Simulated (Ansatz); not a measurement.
ZnS, response to strain

Take ZnS in the zinc blende structure (space group F-43m, No. 216; a = 5.357 Å) as the base. Axes: x, y, z lie along the cube axes.

Strains are applied to the cell and any free atomic positions relax; under biaxial strain the out-of-plane vector relaxes too.

Method: plane-wave PAW DFT at the PBEsol level (Ansatz, an electronic-structure program, 420 eV), scalar-relativistic without spin-orbit coupling, earlier PAW set.

Notes on the quantities. energy relative to the base: free energy F.

| case | space group | energy relative to the base | band gap | electron mass |
|---|---|---|---|---|
| base | F-43m (No. 216) | 0 meV/atom | 2.08 eV | 0.17 mₑ (at Γ) |
| biaxial strain +2.45 %, plane normal [001], relaxed out of plane | I-4m2 (No. 119) | +6.4 meV/atom | 1.88 eV | 0.16 mₑ (at Γ) |
| biaxial strain +0.54 %, plane normal [110], relaxed out of plane | Imm2 (No. 44) | +0.5 meV/atom | 2.02 eV | – |
| biaxial strain −1.70 %, plane normal [111], relaxed out of plane | R3m (No. 160) | +5.6 meV/atom | 2.10 eV | 0.15 mₑ out of plane, 0.18 mₑ in plane (at Γ) |
| isotropic strain −2.27 % | F-43m (No. 216) | +24 meV/atom | 2.38 eV | 0.18 mₑ (at Γ) |
| isotropic strain −1.06 % | F-43m (No. 216) | +4.9 meV/atom | 2.22 eV | 0.17 mₑ (at Γ) |
| uniaxial strain ε_yy = +2.46 % | I-4m2 (No. 119) | +3.8 meV/atom | 1.94 eV | 0.16 mₑ (at Γ) |
| uniaxial strain ε_yy = +2.61 % | I-4m2 (No. 119) | +4.3 meV/atom | 1.94 eV | 0.16 mₑ (at Γ) |
| uniaxial strain ε_zz = +0.65 % | I-4m2 (No. 119) | +0.3 meV/atom | 2.04 eV | 0.17 mₑ (at Γ) |
| uniaxial strain ε_zz = +0.85 % | I-4m2 (No. 119) | +0.5 meV/atom | 2.03 eV | 0.16 mₑ (at Γ) |

A biaxial case was relaxed in a doubled cell and then solved in the primitive one. Masses are band curvatures over ±0.01 Å⁻¹ around the edge. Whether these cells are dynamically stable was not tested.
